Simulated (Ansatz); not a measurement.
For L1₂ (Cu3Au-type) Al3Sc, PBE-D3(BJ) in Ansatz (plane waves, PAW) gives:

```
Property                Value
-------------------  --------
lattice parameter a   4.049 Å
bulk modulus B0      94.3 GPa
```

What does LC-ωPBE in Ansatz (plane waves, PAW) give for the same quantities?


- lattice constant a: 4.046 Å (shrinks by 0.1 %)
- bulk modulus: 108 GPa (increases by 15 %)

For comparison: lattice constant a 4.103 Å (measured, room temperature, not corrected to a static lattice; as tabulated in A Combined Experimental and First-Principles Based Assessment of …); bulk modulus 91.5 ± 1 GPa (measured, 298 K, not corrected to a static lattice, polycrystal; as tabulated in A Combined Experimental and First-Principles Based Assessment of …).

Changes are worked out from the printed values.

Unless a cell is named, each level is at its own relaxed cell (PBE-D3(BJ) 16.60, LC-ωPBE 16.56 Å³/atom).

The crystal itself was run without spin with PBE-D3(BJ), LC-ωPBE; a magnetic state was not tried in these runs.

Ansatz's density-functional and Hartree–Fock values are scalar-relativistic unless marked +SOC, with PAW data made under PBE.

Ansatz is an electronic-structure program.
